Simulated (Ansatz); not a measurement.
Start from BAs in the zinc blende structure (space group F-43m, No. 216; a = 4.784 Å). Axes: x, y, z lie along the cube axes.

Computed with r2SCAN (Ansatz, a quantum-chemistry and plane-wave program), spin-orbit coupling left out.

Before the change:

| Item | Result |
|---|---|
| Band gap | 1.38 eV |

One thing is altered: biaxial strain −0.42 %, plane normal [111], relaxed out of plane (Cartesian); in-plane vectors clamped, the third vector and the atoms free.

Question: What happens to the energy relative to the base?

Answer: The energy increases by 0.6 meV/atom.

Question: Predict the new in-plane stress.

Answer: The mean in-plane stress (compression positive) is +1.6 GPa.

Question: Estimate the effect on the out-of-plane strain.

Answer: The out-of-plane strain comes out as +0.09 %.

Question: What does the calculation give for the band gap after the change?

Answer: The band gap drops by 0.02 eV (1.38 eV → 1.36 eV).

Whether these cells are dynamically stable was not tested.
